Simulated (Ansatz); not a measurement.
## MoSi2: response to strain

The reference is MoSi2 (space group I4/mmm, No. 139; a = 3.217 Å, c = 7.875 Å; relaxed with 0.1 eV smearing).

Strains are applied to the cell and any free atomic positions relax.

Method: PBE/PAW in Ansatz (an electronic-structure program), no spin-orbit coupling.

Notes on the quantities. energy relative to the base: free energy F; pressure: mean of the normal stresses, compression positive.

```json
[
 {"variant": "base", "energy relative to the base": "0 meV/atom", "pressure": "0.0 GPa", "shortest interatomic distance": "2.597 Å"},
 {"variant": "isotropic strain −2.00 %", "energy relative to the base": "+34 meV/atom", "pressure": "14.2 GPa", "shortest interatomic distance": "2.559 Å"},
 {"variant": "isotropic strain −1.50 %", "energy relative to the base": "+19 meV/atom", "pressure": "10.3 GPa", "shortest interatomic distance": "2.569 Å"},
 {"variant": "isotropic strain −1.00 %", "energy relative to the base": "+8.1 meV/atom", "pressure": "___", "shortest interatomic distance": "2.579 Å"},
 {"variant": "isotropic strain −0.50 %", "energy relative to the base": "+2.0 meV/atom", "pressure": "3.2 GPa", "shortest interatomic distance": "2.588 Å"},
 {"variant": "isotropic strain +1.00 %", "energy relative to the base": "+7.5 meV/atom", "pressure": "-5.7 GPa", "shortest interatomic distance": "2.615 Å"},
 {"variant": "isotropic strain +1.50 %", "energy relative to the base": "+17 meV/atom", "pressure": "-8.3 GPa", "shortest interatomic distance": "2.624 Å"},
 {"variant": "isotropic strain +2.00 %", "energy relative to the base": "___", "pressure": "-10.6 GPa", "shortest interatomic distance": "2.632 Å"},
 {"variant": "isotropic strain +2.50 %", "energy relative to the base": "+45 meV/atom", "pressure": "-12.8 GPa", "shortest interatomic distance": "2.641 Å"},
 {"variant": "isotropic strain +3.00 %", "energy relative to the base": "___", "pressure": "-14.8 GPa", "shortest interatomic distance": "2.648 Å"}
]
```

**Question.** Complete the table.

**Answer.** 
- isotropic strain −1.00 %, pressure: 6.6 GPa
- isotropic strain +2.00 %, energy relative to the base: +29 meV/atom
- isotropic strain +3.00 %, energy relative to the base: +63 meV/atom

No phonon test of stability was made. The final runs are not spin-polarised.
